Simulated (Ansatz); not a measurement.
CsCl-type RuAl was calculated with revPBE (Ansatz, a first-principles code, plane waves, PAW).

Input file:

Ansatz 0.2 input:
```yaml
crystal:
  lattice:
    - [2.9964043981, 0.0, 0.0]
    - [0.0, 2.9964043981, 0.0]
    - [0.0, 0.0, 2.9964043981]
  atoms:
    - { symbol: Al, position: [0.5, 0.5, 0.5] }
    - { symbol: Ru, position: [0.0, 0.0, 0.0] }
basis:
  ecutwfc: 520
  ecutrho_ratio: 4
  xc_grid: 2
kpoints:
  mp_grid: { grid: [18, 18, 18] }
hamiltonian:
  xc: revpbe
  dispersion: none
  pseudopotentials: { kind: paw }
scf:
  occupations: { method: fermi_dirac, width: 0.05 }
  convergence: { dr2_threshold: 0.0000000002 }
output:
  forces: true
  stress: true
  eigenvalues: true
```

Q: How many irreducible k-points, plane waves at Γ does the program set up, and what pressure does the run end with?

A: 220 irreducible k-points, 739 plane waves at Γ; P = 4.15 GPa, so the cell is compressed on average and its volume would grow at this level.

Excerpt of the program's output:

```
Crystal: 2 atoms, lattice volume = 26.903 Å³
Basis set: ecut = 520 eV, 739 PW (Γ), exchange–correlation on 48×48×48 points (8 copies of the dense FFT grid, shifted against one another)
Bands: 14, of which v1, the nominal top of the filled ones, is band 10 counted from 1 (9 counted from 0)
Symmetry: 48 space group operations
Space group: Pm-3m (ITA 221), of the structure as read, at distance tolerance 3.0e-5 Å
k-points: 220 of 5832
Functional: x = revpbe(κ = 1.245, μ = 0.2195149727645171), c = pbe(β = 0.06672455060314922)
SCF iter   1: F=—  HF=-6424.773782 eV  |F-HF|=—  |Δ(HF+E_count)|=         —  Δρ=2.64e-3  dr2=8.53e-4
SCF iter   2: F=—  HF=-6424.773492 eV  |F-HF|=—  |Δ(HF+E_count)|=   2.90e-4  Δρ=1.52e-3  dr2=3.05e-4
  ...
SCF iter   6: F=—  HF=-6424.773436 eV  |F-HF|=—  |Δ(HF+E_count)|=   1.76e-8  Δρ=5.13e-6  dr2=1.38e-9
SCF iter   7: F=-6424.773436 eV  HF=-6424.773436 eV  |F-HF|=1.82e-12  |Δ(HF+E_count)|=  2.09e-10  Δρ=7.93e-7  dr2=2.42e-11
SCF 1 converged in 7 iterations: F = -6424.773436 eV  dr2 = 2.42e-11
SCF converged after 7 iterations
Free energy (F): -6424.773436 eV
Internal energy: -6424.760853 eV  (E = F + TS)
E sigma→0 (E₀):  -6424.767144 eV
Fermi energy:    16.086188 eV
--- Forces (eV/Å), atoms counted from 1 ---
  atom   1  Al     0.00000000    -0.00000000     0.00000000
  atom   2  Ru    -0.00000000    -0.00000000    -0.00000000
--- Stress (GPa, compression-positive) ---
        4.150301      -0.000000       0.000000
        0.000000       4.150301       0.000000
        0.000000       0.000000       4.150301
  P = ⅓ Tr σ = 4.1503 GPa (41.503 kbar)
```

The cell is one volume of an energy–volume scan, off the minimum.

The PAW data were made under PBE.
